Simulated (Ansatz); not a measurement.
The starting structures come from a database of crystals and need not be the phases stable at ambient conditions.

 Where the default PAW files enter, the runs use the earlier of Ansatz's two default sets.

Input:

```
CELL_PARAMETERS angstrom
      4.94939     0.00000     0.00000
      0.00000     6.99949     0.00000
      2.47469     3.49974     2.47469
ATOMIC_POSITIONS crystal
  Sr 0.00000 0.00000 0.00000
  Cl 0.50000 0.75000 0.00000
  Cl 0.50000 0.25000 0.00000
```

Space group of this cell: Fm-3m, fluorite. The cell is taken as given.

Transport runs along the normal of the first two printed cell vectors, the (110) plane of the conventional cell.

The gap is the functional's own, uncorrected, and κ follows it; spin-orbit coupling is left out. Mid-gap values are interpolated between the computed energies.

Estimate the band gap and the smallest decay constant κ at mid-gap that r2SCAN run with Ansatz (a quantum-chemistry and plane-wave program) returns for this system.

Gap 5.93 eV on a 12×12×12 mesh; κ = 0.405 1/Å, at the zone centre.
